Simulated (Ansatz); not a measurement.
## TmGa3 (Pm-3m, No. 221)

Calculation: r²SCAN (PAW; Ansatz, a quantum-chemistry and plane-wave program).

Numerical settings: plane-wave cutoff 500 eV, 14×14×14 k mesh, Fermi–Dirac smearing 0.1 eV, spin-polarised start, scalar-relativistic PAW data made under PBE.

Cell (relaxed at this level):

```
Ga3Tm
1.0
    4.20128     0.00000     0.00000
    0.00000     4.20128     0.00000
    0.00000     0.00000     4.20128
Tm Ga
1 3
Cartesian
  0.00000   0.00000   0.00000
  0.00000   2.10064   2.10064
  2.10064   0.00000   2.10064
  2.10064   2.10064   0.00000
```

| Item | Result |
|---|---|
| volume per atom | 18.54 Å³/atom |
| lattice constant a | 4.201 Å |

Note: the magnetic order was assumed, not searched for or taken from measurement; the 4f shell is treated without U or exact exchange, so its levels and filling can be wrong.

Spin–orbit coupling is not included.

Computed values are for the static lattice.
